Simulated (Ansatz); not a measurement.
## Band edges of rocksalt MgSe (Fm-3m) under uniaxial stress along [111]

Cell and atoms are relaxed with r2SCAN to each stress (compression positive); bands and masses by r2SCAN with spin-orbit coupling, rigid bands (plane waves, PAW; Ansatz, a program for electronic structure). Strains are changes of length against the unloaded cell.

MgSe has the cubic space group Fm-3m (No. 225), the rock salt structure, Pearson symbol cF8. Lattice parameters: a = b = c = 5.4722 Å, α = β = γ = 90.00°. Mg on 4a has 6 Se at 2.736 Å (octahedral). Se on 4b sees 6 Mg at 2.736 Å (octahedral). (Neighbours: up to the widest gap in distance over summed covalent radii, below 1.35, at either atom; cation-cation and far metal-metal contacts left out.)
(The calculation used a cell of 2 atoms; values per cell refer to that cell.)

```
stress (GPa)  strain [111] (%)  strain [1−10] (%)  gap (eV)  mean mₑ*
------------  ----------------  -----------------  --------  --------
-2.00                     1.72              -0.34     2.252      0.31
-1.00                     0.86              -0.17     2.298      0.31
0                            0                  0     2.344      0.31
1.00                     -0.85               0.18     2.311      0.31
2.00                     -1.71               0.37     2.267      0.31
```

[111] is the direction of the load; [11−2] strains as [1−10]. Masses are conductivity masses at 300 K in electron masses, harmonic means over x, y and z.

**Question.** From the two loads next to zero, find the Young modulus and the ratio of transverse to axial strain.

**Answer.** Between -1.00 and 1.00 GPa the strain along [111] changes by -1.71 % and that along [1−10] by 0.35 %. The modulus is 2.00/0.0171 = 117 GPa and the ratio of the strains 0.20 (r2SCAN, atoms relaxed).

**Question.** How fast does the gap move on either side of zero load?

**Answer.** Under tension, (2.298 − 2.344) eV over -1.00 GPa = 46 meV/GPa, or about -5.3 eV per unit strain; under compression, (2.267 − 2.344) eV over 2.00 GPa = -38 meV/GPa, or about 4.5 eV per unit strain. The two slopes part by 84 meV/GPa; gaps are resolved to about 0.01 eV, which allows 15 meV/GPa, so they differ, even in sign: the gap has a turning point near zero load.

Masses are those of dilute carriers in rigid bands with one relaxation time, without polarons. Third decimals of gaps are kept for the arithmetic. Every relaxation keeps the rocksalt phase (space group R-3m under this load), so a transition, a distortion that breaks the symmetry or fracture can't show.
